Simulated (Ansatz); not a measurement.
fcc Au (0 0 1) on rock-salt MgO (0 0 1) (film strained to the substrate, started from cuts of the bulks and a machine-learned relaxation; slabs Mg8O8 and Au6, which can lie off the formulas)

A periodic stack without vacuum, fcc Au (0 0 1) on rock-salt MgO (0 0 1) (film strained to the substrate, started from cuts of the bulks and a machine-learned relaxation; slabs Mg8O8 and Au6, which can lie off the formulas): substrate slab Mg8O8, film Au6, surface cells [[1, 0], [1, 1]] and [[1, 0], [1, 1]], film strained by +2.3 and +2.3 %, outermost planes MgO/MgO and Au/Au as cut, which need not be the usual terminations and can put a slab off its formula.

The start was prepared with a machine-learned potential, and the result is one local minimum, with the in-plane cell held and forces under 0.04 eV/Å; the film can end far from its bulk form.

The numbers are results of PBE (plane waves to 420 eV, PAW; Ansatz, an electronic-structure program), not measurements. Scalar-relativistic, without spin–orbit coupling; the runs are not spin-polarised; PBE gaps are too small against experiment. Its k-point mesh 10×10×1, Fermi–Dirac width 0.05 eV.

```
Item                                                                               Result
------------------------------------------------------------------------  ---------------
interface area                                                                     9.0 Å²
period                                                                            30.19 Å
heights between the nearest atoms of the two slabs at the two interfaces  2.66 and 2.67 Å
hole barrier (PBE)                                                                1.69 eV
electron barrier (PBE)                                                            2.78 eV
```

```
CELL_PARAMETERS angstrom
      3.00756     0.00040    -0.03499
      0.00041     3.00696     0.06976
      0.39399     2.21733    30.24349
ATOMIC_POSITIONS crystal
  Mg 0.89650 0.04893 0.11172
  Mg 0.39728 0.61855 0.04034
  Mg 0.89489 0.91138 0.25261
  Mg 0.39571 0.48015 0.18211
  Mg 0.89317 0.77412 0.39358
  Mg 0.39405 0.34272 0.32308
  Mg 0.89132 0.63625 0.53535
  Mg 0.39227 0.20572 0.46393
  O  0.39655 0.54889 0.11167
  O  0.89740 0.11734 0.04153
  O  0.39487 0.41132 0.25271
  O  0.89571 0.98001 0.18226
  O  0.39313 0.27416 0.39362
  O  0.89401 0.84270 0.32318
  O  0.39141 0.13730 0.53431
  O  0.89222 0.70557 0.46421
  Au 0.89173 0.48430 0.68850
  Au 0.39190 0.04939 0.62338
  Au 0.89284 0.34951 0.82066
  Au 0.39206 0.91712 0.75468
  Au 0.89405 0.21673 0.95203
  Au 0.39385 0.78167 0.88688
```
